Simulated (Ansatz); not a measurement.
Consider the following.

End structure of a constructed model of the (110) surface of bcc Nb, a layer of Ga in place of the second plane (bottom of the slab: a bare face, its two planes held):

```xyz
6
Lattice="2.8673 0.0000 0.0000 -0.9558 2.7033 0.0000 0.0000 0.0000 27.5000" Properties=species:S:1:pos:R:3 pbc="T T T"
Nb     0.9558     1.3517     8.1491
Nb     0.0000     0.0000    10.4903
Nb     0.9558     1.3517    12.8253
Nb     0.0000     0.0000    15.1611
Ga     0.9558     1.3517    17.3730
Nb     0.0000     0.0000    19.5289
```

Slab: 6 atoms, 11.2 Å thick at the start; k 14x14x1, smearing 0.1 eV, dipole-corrected; 2 atoms held, the rest relaxed; held to the start's symmetry, so lower structures may exist; no spin, no spin-orbit, no U. In PBE it lies 0.27 eV a 1x1 cell over the lowest computed structure of the same composition (a layer of Ga in place of the third plane).

### Question
What is the computed work function of the top face (PBE in Ansatz, a first-principles code)?

### Answer
4.91 eV
